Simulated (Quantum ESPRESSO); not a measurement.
Density of states of Si2Mo (I4/mmm, 3 atoms in the cell).

```
CELL_PARAMETERS angstrom
     -1.62744     1.62744     3.96984
      1.62744    -1.62744     3.96984
      1.62744     1.62744    -3.96984
ATOMIC_POSITIONS crystal
  Si 0.66457 0.66457 0.00000
  Si 0.33543 0.33543 0.00000
  Mo 0.00000 0.00000 0.00000
```

Level of theory: PBE, PSlibrary ultrasoft (PBE) pseudopotentials (plane waves; Quantum ESPRESSO).

SCF settings: ecutwfc = 55 Ry; ecutrho = 330 Ry; occupations = smearing; smearing = marzari-vanderbilt; degauss = 0.0073499 Ry; potentials = {Si: Si.pbe-n-rrkjus_psl.1.0.0.UPF, Mo: Mo.pbe-spn-rrkjus_psl.1.0.0.UPF}; K_POINTS = automatic 10 10 10 1 1 1; conv_thr = 1e-11 Ry. Keys of the DOS step: nscf.calculation = nscf; nscf.verbosity = high; nscf.occupations = tetrahedra_opt; nscf.nbnd = 18; nscf.startingwfc = random; nscf.diago_thr_init = 1e-06; nscf.diagonalization = cg; nscf.K_POINTS = automatic 15 15 15 0 0 0; dos.x.fildos = dos.dat; dos.x.Emin = -15 eV; dos.x.Emax = 30 eV; dos.x.DeltaE = 0.05 eV; dos.x.ngauss = -99; dos.x.degauss = 0.01 Ry.

The starting cell comes from a database of computed structures (which also holds hypothetical and non-ambient phases and stackings), without a prior relaxation at this level. Its lattice was rescaled by a random factor within 2.5 % of one. Spin polarisation is off.

Total DOS (both spins), as means of the tabulated values in each energy bin; the zero is the program's Fermi level or highest filled level, and the curve is cut to this window:

| E (eV) | states/eV/cell |
|---|---|
| -7.75 | 0.72 |
| -7.25 | 0.60 |
| -6.75 | 0.52 |
| -6.25 | 0.69 |
| -5.75 | 1.15 |
| -5.25 | 1.21 |
| -4.75 | 0.94 |
| -4.25 | 0.90 |
| -3.75 | 1.37 |
| -3.25 | 1.70 |
| -2.75 | 2.49 |
| -2.25 | 4.07 |
| -1.75 | 2.68 |
| -1.25 | 1.38 |
| -0.75 | 0.99 |
| -0.25 | 0.53 |
| 0.25 | 0.45 |
| 0.75 | 0.83 |
| 1.25 | 1.39 |
| 1.75 | 2.31 |
| 2.25 | 2.24 |
| 2.75 | 1.52 |

Around zero the curve holds about 0.4 states/eV/cell.
